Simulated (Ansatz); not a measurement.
The starting structures come from a database of crystals and need not be the phases stable at ambient conditions.

Inside the gap of an insulator the Bloch states are evanescent, with a wavenumber k + iκ along the transport direction.

Input:

```yaml
crystal:
  lattice:
    - [5.68747, 0.00000, 0.00000]
    - [0.00000, 7.57077, 0.00000]
    - [0.00000, -1.05330, 3.85215]
  atoms:
    - { symbol: Sr, position: [0.95540, 0.31492, 0.65746] }
    - { symbol: Sr, position: [0.45540, 0.68508, 0.34254] }
    - { symbol: Mg, position: [0.40464, 0.16898, 0.08449] }
    - { symbol: Mg, position: [0.90464, 0.83102, 0.91551] }
    - { symbol: F, position: [0.68984, 0.32346, 0.16173] }
    - { symbol: F, position: [0.18984, 0.67654, 0.83827] }
    - { symbol: F, position: [0.56948, 0.93148, 0.96574] }
    - { symbol: F, position: [0.06948, 0.06852, 0.03426] }
    - { symbol: F, position: [0.21093, 0.40396, 0.20198] }
    - { symbol: F, position: [0.71093, 0.59604, 0.79802] }
    - { symbol: F, position: [0.38672, 0.16776, 0.58388] }
    - { symbol: F, position: [0.88672, 0.83224, 0.41612] }
```

Space group of this cell: Cmc2_1. The cell is taken as given; by r2SCAN its mean pressure is -3.4 GPa.

Transport runs along the normal of the first two printed cell vectors.

The gap is the functional's own, uncorrected, and κ follows it; spin-orbit coupling is left out. Mid-gap values are interpolated between the computed energies.

Problem. Compute, with r2SCAN (Ansatz, a first-principles code), the band gap and the smallest decay constant κ at mid-gap.

Solution. Gap 7.52 eV on a 6×8×8 mesh; κ = 0.554 1/Å, at the zone centre.
